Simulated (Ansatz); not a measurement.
**Ansatz (an electronic-structure program) run on Ca₂AsI (R3m, 4 atoms in the cell): self-consistent single point**

Level of theory: LDA (PW92), default PAW files made with PBE (plane waves; Ansatz).

Input:

Ansatz 0.2 input:
```yaml
# Ca2AsI
crystal:
  lattice:
    - [2.204845, 1.272967, 7.473200]
    - [-2.204845, 1.272967, 7.473200]
    - [0.000000, -2.545935, 7.473200]
  atoms:
    - { symbol: Ca, position: [0.233512, 0.233512, 0.233512] }
    - { symbol: Ca, position: [0.768718, 0.768718, 0.768718] }
    - { symbol: As, position: [0.500000, 0.500000, 0.500000] }
    - { symbol: I, position: [0.000000, 0.000000, 0.000000] }
basis:
  ecutwfc: 420.0 eV
kpoints:
  mp_grid: { grid: [7, 7, 7] }
hamiltonian:
  xc: lda
  pseudopotentials: { kind: paw }
scf:
  occupations: { method: fixed }
output:
  forces: true
  eigenvalues: true
  stress: true
```

Output, abridged:

```
WARN ansatz: RAYON_NUM_THREADS=1 ignored (pool sized by the plan → 1); use --threads N
basis.fft_grid_basis auto: the FFT boxes are laid along the combinations [[1, 0, -1], [0, 1, -1], [0, 0, 1]] of the cell's own vectors, 4.410, 4.410 and 7.895 …
Pseudopotentials: kind: paw
Pseudopotential: Ca, paw, valence charge 10
Pseudopotential: As, paw, valence charge 15
Pseudopotential: I, paw, valence charge 17
Crystal: 4 atoms, lattice volume = 125.850 Å³
Basis set: ecut = 420 eV, 2497 PW (Γ), FFT grids on a1−a3, a2−a3, a3
Bands: 32, of which v1, the nominal top of the filled ones, is band 26 counted from 1 (25 counted from 0)
Symmetry: 6 space group operations
Space group: R3m (ITA 160), of the structure as read, at distance tolerance 5.0e-5 Å
k-points: 44 of 343 (time reversal used)
PAW frozen core: Ca, regenerated for the run's functional, and the local potential with it
PAW frozen core: As, regenerated for the run's functional, and the local potential with it
PAW frozen core: I, regenerated for the run's functional, and the local potential with it
Initial density: superposition of atomic densities (neutral atoms: chi_scale 0, normalization atom), corrected by the library's trained network
Initial wavefunctions: pseudopotential atomic-orbital guess
Eigensolver: davidson
Functional: x = slater, c = lda
SCF iter   1: F=—  HF=-15680.514827 eV  |F-HF|=—  |Δ(HF+E_count)|=         —  Δρ=4.40e-3  dr2=1.22e-2  ethr=1.77e-3  ⟨swp⟩=6.1  Hψ=6006  notcnv=0  defer=144
all-band conjugate gradients solve this SCF's bands
preconditioner: auto → Resta (q_TF=auto, 2.355 Å⁻¹)
SCF iter   2: F=—  HF=-15680.512736 eV  |F-HF|=—  |Δ(HF+E_count)|=   2.09e-3  Δρ=2.45e-3  dr2=4.52e-3  ethr=2.36e-5  ⟨swp⟩=3.1  Hψ=2234  notcnv=0  defer=173
SCF iter   3: F=—  HF=-15680.512264 eV  |F-HF|=—  |Δ(HF+E_count)|=   4.73e-4  Δρ=4.03e-4  dr2=1.60e-4  ethr=8.69e-6  ⟨swp⟩=2.1  Hψ=1808  notcnv=0  defer=174
SCF iter   4: F=—  HF=-15680.512240 eV  |F-HF|=—  |Δ(HF+E_count)|=   2.41e-5  Δρ=1.05e-4  dr2=1.15e-5  ethr=3.09e-7  ⟨swp⟩=2.0  Hψ=2357  notcnv=0  defer=172
SCF iter   5: F=—  HF=-15680.512242 eV  |F-HF|=—  |Δ(HF+E_count)|=   2.55e-6  Δρ=3.16e-5  dr2=1.90e-6  ethr=2.21e-8  ⟨swp⟩=2.0  Hψ=2191  notcnv=0  defer=165
SCF iter   6: F=—  HF=-15680.512242 eV  |F-HF|=—  |Δ(HF+E_count)|=   4.18e-7  Δρ=1.41e-5  dr2=2.25e-7  ethr=3.66e-9  ⟨swp⟩=2.0  Hψ=2181  notcnv=0  defer=165
SCF iter   7: F=-15680.512242 eV  HF=-15680.512242 eV  |F-HF|=4.94e-9  |Δ(HF+E_count)|=   4.95e-8  Δρ=3.83e-6  dr2=2.39e-8  ethr=1.92e-10  ⟨swp⟩=16.3  Hψ=9581  notcnv=0
SCF 1 converged in 7 iterations: F = -15680.512242 eV  dr2 = 2.39e-8
SCF converged after 7 iterations
Free energy (F): -15680.512242 eV
Harris-Foulkes:  -15680.512242 eV  (|F-HF|=4.94e-9)
Internal energy: -15680.512242 eV  (E = F + TS)
E sigma→0 (E₀):  -15680.512242 eV
Fermi energy:    6.607360 eV
--- Per-component energies (eV) ---
  E_band       = -935.556143
  E_kinetic    = 848.165450
  E_local      = -5515.886656  (includes V_loc(G=0)·N_el)
  E_nonlocal   = -616.814191
  E_hartree    = 2611.989042
  E_xc         = -477.188832
  E_vxc        = -548.937071  (∫ρ·V_xc dr)
  E_paw        = -8046.861692  (= ΣΔE_a)
  E_vpaw       = -326.063743  (= ΣTr[D̂ρ^β])
  E_aug_tail   = 0.000060  (compensation charges beyond the density's cutoff)
  E_ewald      = -4487.338200
  E_core_change = 3.422777  (= ΣΔE_core)
  E_smearing   = -0.000000  (= −TS)
  E_closure    = 0.000000  (closes the sum)
  Σ components = -15680.512242   (vs F -15680.512242, Δ=0.00e0)
--- Forces (eV/Å), atoms counted from 1 ---
  atom   1  Ca    -0.00000000     0.00000001    -0.36426055
  atom   2  Ca     0.00000000    -0.00000001     0.26358630
  atom   3  As     0.00000000    -0.00000000     0.08607163
  atom   4  I      0.00000000    -0.00000000     0.01460733
  max |Σ_I F_I| component: 4.71e-6 eV/Å
--- Stress (GPa, compression-positive) ---
       -3.589748       0.000000       0.000000
        0.000000      -3.589748      -0.000000
        0.000000      -0.000000      -3.372782
  P = ⅓ Tr σ = -3.5174 GPa (-35.174 kbar)
  The stress holds the Pulay correction. Without it, at fixed plane waves, as pw.x and ABINIT print it: P = -3.5338 GPa
--- Band table (eV; the first three rows and the last of 44) ---
  k-point 0: bands = ["-38.9471", "-38.9471", "-38.9459", "-38.9382", "-38.9382", "-33.6083", "-33.5559", "-26.8479", "-26.8479", "-26.8432", "-26.8333", "-26.8333", "-14.9337", "-14.8383", "-14.8358", "-14.8358", "-14.7828", "-14.7828", "-6.9340", [...]
  k-point 1: bands = ["-38.9471", "-38.9471", "-38.9458", "-38.9382", "-38.9381", "-33.6079", "-33.5556", "-26.8479", "-26.8478", "-26.8432", "-26.8333", "-26.8332", "-14.9293", "-14.8511", "-14.8382", "-14.8329", "-14.7903", "-14.7841", "-6.8871", [...]
  k-point 2: bands = ["-38.9472", "-38.9471", "-38.9457", "-38.9382", "-38.9380", "-33.6069", "-33.5548", "-26.8479", "-26.8476", "-26.8431", "-26.8332", "-26.8330", "-14.9189", "-14.8727", "-14.8435", "-14.8347", "-14.8062", "-14.7870", "-6.7790", [...]
  k-point 43: bands = ["-38.9471", "-38.9471", "-38.9458", "-38.9382", "-38.9381", "-33.6079", "-33.5556", "-26.8479", "-26.8478", "-26.8432", "-26.8333", "-26.8332", "-14.9233", "-14.8564", "-14.8383", "-14.8344", "-14.7898", "-14.7840", "-6.8812", [...]
```

The run converged in 7 iterations.

The starting cell comes from a database of computed structures (which also holds hypothetical and non-ambient phases and stackings), without a prior relaxation at this level. Its lattice was rescaled by up to half a per cent. One atom was moved a little off its site on purpose. Spin-orbit coupling is off. With a pressure of about -4 GPa the cell is away from its equilibrium volume at this level. Ansatz's pressure includes its estimate of the finite-basis (Pulay) stress.
